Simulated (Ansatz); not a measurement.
Base system: TaS$_{2}$ in the CdI2 type structure (space group P-3m1, No. 164; a = 3.2774 Å, c = 5.5873 Å; layered, stacked along the Cartesian z axis; relaxed with 0.1 eV smearing). Axes: x lies along a and z along c of the hexagonal cell.

Structures relaxed with PBEsol-D3(BJ), PAW, 420 eV (Ansatz, a first-principles code; spin-orbit coupling left out).

Base:

Simulated powder pattern, Mo Kα, λ = 0.71073 Å (kinematic, ideal powder, no thermal factors, no anomalous dispersion; the 14 strongest lines at most, above 2 %, up to 2θ = 40°):

```json
[
 {"2θ (°)": "7.29", "I/Imax (%)": "78", "hkl": "(001)"},
 {"2θ (°)": "14.39", "I/Imax (%)": "38", "hkl": "(100)"},
 {"2θ (°)": "16.15", "I/Imax (%)": "100", "hkl": "(011)"},
 {"2θ (°)": "20.56", "I/Imax (%)": "63", "hkl": "(102)"},
 {"2θ (°)": "22.00", "I/Imax (%)": "8.8", "hkl": "(003)"},
 {"2θ (°)": "25.05", "I/Imax (%)": "24", "hkl": "(110)"},
 {"2θ (°)": "26.12", "I/Imax (%)": "21", "hkl": "(111)"},
 {"2θ (°)": "26.38", "I/Imax (%)": "21", "hkl": "(103)"},
 {"2θ (°)": "29.95", "I/Imax (%)": "18", "hkl": "(201)"},
 {"2θ (°)": "32.62", "I/Imax (%)": "16", "hkl": "(022)"},
 {"2θ (°)": "32.94", "I/Imax (%)": "9.5", "hkl": "(014)"},
 {"2θ (°)": "33.58", "I/Imax (%)": "15", "hkl": "(113)"},
 {"2θ (°)": "39.06", "I/Imax (%)": "11", "hkl": "(114)"},
 {"2θ (°)": "39.43", "I/Imax (%)": "15", "hkl": "(121)"}
]
```

Perturbation: biaxial strain +4.09 %, plane normal [001], relaxed out of plane (Cartesian); in-plane vectors clamped, the third vector and the atoms free.

### Question
Predict the new powder pattern.

### Answer

Simulated powder pattern, Mo Kα, λ = 0.71073 Å (kinematic, ideal powder, no thermal factors, no anomalous dispersion; the 14 strongest lines at most, above 2 %, up to 2θ = 40°):

```csv
2θ (°),I/Imax (%),hkl
7.43,73,(001)
13.82,39,(100)
15.70,100,(011)
20.36,61,(102)
24.05,25,(110)
25.20,23,(111)
26.42,21,(103)
28.40,8.3,(112)
28.85,19,(201)
31.71,17,(022)
33.11,14,(113)
33.20,8.4,(014)
37.90,16,(121)
38.84,11,(114)
```

The indices refer to the base's conventional cell; one index is shown for lines that coincide.

Whether these cells are dynamically stable was not tested. All final runs are without spin polarisation.
